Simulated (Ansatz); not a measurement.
Mo2Si (model structure, started from the Cu2Sb type, P4/nmm, No. 129, 6 atoms in the cell)

These are PBE (PAW; Ansatz, a first-principles code) values and carry that method's errors.

Settings: plane-wave cutoff 500 eV, 10×10×6 k mesh (along the axes of the cell as run), Fermi–Dirac smearing 0.05 eV, no spin polarisation, scalar-relativistic PAW data made under PBE.

Cell (relaxed at this level):

```
Mo2Si
1.0
    3.64123     0.00000     0.00000
    0.00000     3.64123     0.00000
    0.00000     0.00000     6.83892
Mo Si
4 2
Direct
  0.00000   0.00000   0.00000
  0.50000   0.50000   0.00000
  0.50000   0.00000   0.34102
  0.00000   0.50000   0.65898
  0.50000   0.00000   0.71175
  0.00000   0.50000   0.28825
```

For Mo2Si (model structure, started from the Cu2Sb type, P4/nmm, No. 129, 6 atoms in the cell), the band gap comes out as none.

Note: the relaxation could raise the start's symmetry but not lower it, so the cell can be a saddle point.

Spin–orbit coupling is not included.

The computed numbers hold no vibrational or temperature effects.

A model structure was made by putting elements into a prototype or built by hand; it is no filed structure, need not be a known phase, and can be a saddle point held by its symmetry.
